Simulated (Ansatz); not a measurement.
A periodic model of amorphous Zr20O43In2:

```xyz
65
Lattice="9.6725 -0.0232 0.0816 -0.0232 9.3678 -0.1259 0.0816 -0.1259 9.2809" Properties=species:S:1:pos:R:3 pbc="T T T"
Zr     3.2806     4.0299     7.2985
Zr     6.2216     5.1964     6.2289
Zr     8.8391     3.5007     1.5382
Zr     3.8502     4.9815     3.4702
Zr     2.5395     2.0065     3.0389
Zr     1.1176     7.4034     3.2685
Zr     0.2792     4.1149     5.0255
Zr     3.9158     0.3893     8.6143
Zr     8.7206     6.1357     9.2481
Zr     1.0147     1.5159     6.8838
Zr     7.4186     1.7434     7.4872
Zr     4.7053     8.7287     4.6921
Zr     7.0296     6.5634     3.1296
Zr     5.5034     7.0344     0.0011
Zr     9.1578     0.8009     4.1314
Zr     0.7745     0.4302     0.8176
Zr     5.4087     3.7723     0.5970
Zr     1.9761     7.5970     6.4902
Zr     8.3456     7.5392     6.1309
Zr     2.1758     6.0571     0.3553
O      8.7572     2.9943     3.6463
O      1.2164     1.8816     4.7211
O      3.0247     1.9658     7.3843
O      5.4707     2.0632     8.5692
O      2.8566     0.9120     1.0674
O      6.3840     3.1158     6.1801
O      0.4219     4.9069     0.2399
O      2.5175     6.1601     2.3943
O      8.6931     0.5743     2.0008
O      4.1277     4.8524     5.5663
O      0.3763     9.0114     5.6711
O      0.6421     7.5432     1.0242
O      6.0505     4.8789     3.9443
O      9.2952     1.4976     8.6325
O      2.9085     7.7517     4.5080
O      1.2578     3.6690     6.7128
O      4.0404     1.0562     4.1082
O      1.2657     0.0420     3.0036
O      5.5235     8.0569     2.8995
O      4.2200     3.2909     2.4489
O      5.1834     4.9965     8.0369
O      7.3224     7.3575     1.1220
O      8.8416     2.1870     6.0843
O      5.3140     5.6691     1.5735
O      8.6422     7.8315     3.9063
O      3.5713     7.5755     0.0007
O      7.1100     6.6057     7.7578
O      5.6240     9.1376     0.0372
O      0.9136     2.4073     1.6661
O      7.3830    -0.0692     6.8536
O      3.2144     4.2937     0.0950
O      6.3313     7.1385     5.2096
O      8.5623     5.3573     2.3788
O      6.7623     2.6038     1.8109
O      3.9485     8.6017     6.6918
O      7.4849     4.3387     0.0221
O      8.2513     5.2683     5.6796
O      2.4189     5.9457     7.5086
O      9.6549     7.0866     7.6529
O      0.9054     6.2664     4.9940
O      1.7223     9.2114     8.0148
O      6.9686     0.7871     4.1014
O      2.1221     3.9693     3.8305
In     6.6221     0.2983     1.9509
In     6.5634     2.8229     4.0335
```

These are PBE, scalar-relativistic without spin-orbit coupling (plane waves to 420 eV, PAW; Ansatz, a first-principles code) values and carry that method's errors.

The cell was made by melting and quenching with the CHGNet potential and then relaxed with DFT. O atoms were pushed apart under 1.9 Å during the dynamics, to hinder bonds among them. The hot cell started wider than the set density and was brought back towards it in steps. It is the lowest in DFT energy of 2 quenches. It is a model cell: composition and starting density were chosen by hand, and all elements were melted together. No dispersion term was used. Its density started from a set value of 5.42 and ended at 5.42 g/cm³. The quench (nominally 300 K/ps over its main leg) was far faster than any real one, so the model tends to hold more defects than a real film. Values belong to this one cell and scatter from quench to quench. The volume was held where the preparation left it and the shape relaxed, at a PBE pressure of -4.7 GPa (tension). Stress components on the final sampling reach 4.8 GPa. On a 2×2×2 Γ-centred mesh force components of up to 0.15 eV/Å stay, since the relaxation ran on the zone centre alone.

Neighbours within Zr-Zr 3.41 Å, Zr-O 2.62 Å, Zr-In 3.27 Å, O-O 1.58 Å, O-In 2.50 Å, In-In 3.12 Å count as bonded. Two cations that share two anions don't count as bonded, nor two that share one unless they lie closer than Zr-Zr 3.32 Å, Zr-In 3.18 Å, In-In 3.04 Å.

Q: Give the coordination numbers, mean bond lengths and angles.

A: 
```
Item                                                                        Value
---------------------------------  ----------------------------------------------
Mean coordination of Zr by anions  6.55 (2 with 5, 6 with 6, 11 with 7, 1 with 8)
Mean coordination of O                      3.28 (2 with 2, 27 with 3, 14 with 4)
Mean coordination of In by anions                                 5.00 (2 with 5)
Mean Zr-O bond                              2.188 Å (spread 0.115 Å, 131 counted)
Mean O-In bond                               2.180 Å (spread 0.075 Å, 10 counted)
Bond angle at Zr                                        mean 101.7°, spread 29.0°
Bond angle at O                                         mean 112.8°, spread 17.4°
Bond angle at In                                        mean 106.6°, spread 32.4°
```

Q: List the pairs of like atoms that count as bonded by the rules above.

A: There are none by these rules.
